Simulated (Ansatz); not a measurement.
Consider ZnAu in the CsCl type structure (space group Pm-3m, No. 221; a = 3.187 Å; relaxed with 0.1 eV smearing). Axes: x, y, z lie along the cube axes.

Computed with PBE (Ansatz, an electronic-structure program; PAW; 420 eV plane waves; scalar-relativistic without spin-orbit coupling).

Perturbation: every lattice vector is shortened by 1.50 %; the atoms relax in the strained cell.

Q: Predict the stress tensor and what it implies for the stiffness.

A: Stress of the strained cell less that of the base (GPa, compression positive):
```
    6.0     0.0     0.0
    0.0     6.0     0.0
    0.0     0.0     6.0
```

Then B = −ΔP/(ΔV/V₀) with ΔV/V₀ = -0.0443 gives secant stiffness values (nonlinear terms included at this strain): B ≈ 135 GPa.

As a check, the harmonic strain energy −½ V₀ Δσ:ε is 14 meV/atom; the computed energy rise is 13 meV/atom.

Stability against distortions was not tested.
